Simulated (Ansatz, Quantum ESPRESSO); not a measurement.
One structure in several programs: Mg2Pd (I4/mmm, 3 atoms in the cell)

Self-consistent single point.

```yaml
crystal:
  lattice:
    - [-1.60804, 1.60804, 5.00282]
    - [1.60804, -1.60804, 5.00282]
    - [1.60804, 1.60804, -5.00282]
  atoms:
    - { symbol: Mg, position: [0.64722, 0.64722, 0.00000] }
    - { symbol: Mg, position: [0.35278, 0.35278, 0.00000] }
    - { symbol: Pd, position: [0.00000, 0.00000, 0.00000] }
```

Shared settings, as Ansatz (a program for electronic structure) writes them: kpoints.mp_grid.grid = 12 12 12; scf.occupations.method = fermi_dirac; scf.occupations.width = 0.1 eV. Potentials and cutoffs stand in the table.

```json
[
 {"code": "Quantum ESPRESSO", "model": "PBEsol, GBRV 1.5 ultrasoft (PBESOL) pseudopotentials", "pressure (GPa)": "1.23", "largest force (eV/Å)": "0.003", "cutoff": "40 Ry"},
 {"code": "Ansatz", "model": "PBEsol, PAW files made with PBE", "pressure (GPa)": "1.23", "largest force (eV/Å)": "0.001", "cutoff": "default"}
]
```

On Ansatz's run: spin polarisation is off.

The spread over the programs that give each value: pressure within 0.00 GPa; largest force within 0.002 eV/Å.

Ansatz's pressure is given at a fixed set of plane waves, as the other plane-wave codes print theirs.

The starting cell comes from a database of computed structures (which also holds hypothetical and non-ambient phases and stackings), without a prior relaxation at this level. Its lattice was rescaled by a random factor within 2.5 % of one.

Left out of this page: CP2K and SIESTA (unsound by tests on forces, stress, charge or solver warnings).

Keys are those of Ansatz 0.2.
